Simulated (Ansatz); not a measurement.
The starting structures come from a database of crystals and need not be the phases stable at ambient conditions.

 Where the default PAW files enter, the runs use the earlier of Ansatz's two default sets.

By PBEsol, the system below comes out a metal.

```
CELL_PARAMETERS angstrom
      4.04639     0.00000     0.00000
     -0.02861     4.04629     0.00000
      2.00889     2.02314     2.78519
ATOMIC_POSITIONS crystal
  Al 0.25000 0.75000 0.50000
  Al 0.75000 0.25000 0.50000
  Cu 0.50000 0.50000 0.00000
```

Space group of this cell: Fmmm. The cell is strained (lengths along the current scaled by 0.97, ions clamped); by PBEsol its mean pressure is 3.3 GPa.

The current flows along the normal of the first two printed cell vectors. No spin-orbit coupling; the value is a mean over 0.1 eV about the Fermi level.

**Question.** State the ballistic conductance per area according to PBEsol in Ansatz (a program for electronic structure).

**Answer.** 0.82 × 10¹⁵ S/m² for both spins.
